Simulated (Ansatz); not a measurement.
Levels about the gap of amorphous Ga24O38Ge (63 atoms in a cell of 789 Å³, 4.95 g/cm³; zone centre alone, so wide bands show as single levels with stretches between that a denser mesh fills), at the geometry that PBE relaxed, where it gives -0.6 GPa on a denser mesh. Exact exchange is cut at the faces of this small cell, which leaves a finite-size error. The participation number counts the atoms over which a state spreads; weights are charges in smoothed Voronoi cells. The levels come from a single point, so bond lengths are those of that geometry. Method of the levels: HSE06, scalar-relativistic without spin-orbit coupling (Ansatz, a quantum-chemistry and plane-wave program). Sampling: the zone centre alone; Fermi-Dirac width 0.02 eV; no spin polarisation. At PBE the levels at the filled edge of the gap are localised (band-tail or defect states), and the nearest spread-out levels lie 1.7 eV apart at the zone centre.

The cell was made by melting and quenching with the CHGNet potential and then relaxed with DFT. O atoms were pushed apart under 1.9 Å during the dynamics, to hinder bonds among them. The hot cell started wider than the set density and was brought back towards it in steps. It is the lowest in DFT energy of 2 quenches. It is a model cell: composition and starting density were chosen by hand, and all elements were melted together. No dispersion term was used. Its density started from a set value of 4.95 and ended at 4.95 g/cm³. Cooling (nominally 280 K/ps over its main leg) ran many orders faster than in experiment, which tends to leave more defects and strain. Values belong to this one cell and scatter from quench to quench. The volume was held where the preparation left it and the shape relaxed, at a PBE pressure of -0.6 GPa (tension). Stress components on the final sampling reach 0.6 GPa.

```json
[
 {"E - E(highest filled), eV": "-0.53", "filling": "filled", "participation number": "12.4", "largest on": "O, 2 neighbours", "weight O": "0.94", "weight Ga": "0.05", "weight Ge": "0.00"},
 {"E - E(highest filled), eV": "-0.49", "filling": "filled", "participation number": "10.6", "largest on": "O, 3 neighbours", "weight O": "0.95", "weight Ga": "0.05", "weight Ge": "0.00"},
 {"E - E(highest filled), eV": "-0.45", "filling": "filled", "participation number": "13.9", "largest on": "O, 3 neighbours", "weight O": "0.94", "weight Ga": "0.06", "weight Ge": "0.00"},
 {"E - E(highest filled), eV": "-0.38", "filling": "filled", "participation number": "9.0", "largest on": "O, 2 neighbours", "weight O": "0.95", "weight Ga": "0.05", "weight Ge": "0.00"},
 {"E - E(highest filled), eV": "-0.32", "filling": "filled", "participation number": "11.2", "largest on": "O, 2 neighbours", "weight O": "0.94", "weight Ga": "0.06", "weight Ge": "0.00"},
 {"E - E(highest filled), eV": "-0.19", "filling": "filled", "participation number": "6.5", "largest on": "O, 3 neighbours", "weight O": "0.94", "weight Ga": "0.06", "weight Ge": "0.00"},
 {"E - E(highest filled), eV": "0.00", "filling": "filled", "participation number": "2.1", "largest on": "O, 2 neighbours", "weight O": "0.95", "weight Ga": "0.05", "weight Ge": "0.00"},
 {"E - E(highest filled), eV": "3.08", "filling": "empty", "participation number": "55.9", "largest on": "Ga, 4 neighbours", "weight O": "0.52", "weight Ga": "0.47", "weight Ge": "0.01"},
 {"E - E(highest filled), eV": "5.77", "filling": "empty", "participation number": "28.8", "largest on": "Ga, 4 neighbours", "weight O": "0.55", "weight Ga": "0.45", "weight Ge": "0.00"},
 {"E - E(highest filled), eV": "5.84", "filling": "empty", "participation number": "32.2", "largest on": "Ga, 4 neighbours", "weight O": "0.55", "weight Ga": "0.41", "weight Ge": "0.04"},
 {"E - E(highest filled), eV": "6.10", "filling": "empty", "participation number": "32.2", "largest on": "Ga, 4 neighbours", "weight O": "0.54", "weight Ga": "0.46", "weight Ge": "0.00"},
 {"E - E(highest filled), eV": "6.14", "filling": "empty", "participation number": "23.3", "largest on": "Ga, 4 neighbours", "weight O": "0.55", "weight Ga": "0.45", "weight Ge": "0.00"},
 {"E - E(highest filled), eV": "6.20", "filling": "empty", "participation number": "44.5", "largest on": "Ga, 5 neighbours", "weight O": "0.54", "weight Ga": "0.45", "weight Ge": "0.01"},
 {"E - E(highest filled), eV": "6.35", "filling": "empty", "participation number": "41.1", "largest on": "Ga, 5 neighbours", "weight O": "0.56", "weight Ga": "0.39", "weight Ge": "0.05"}
]
```

Most localised among these is the filled level at +0.00 eV, on a O atom, which has 2 neighbours (Ga 1.81 Å, Ga 1.83 Å).
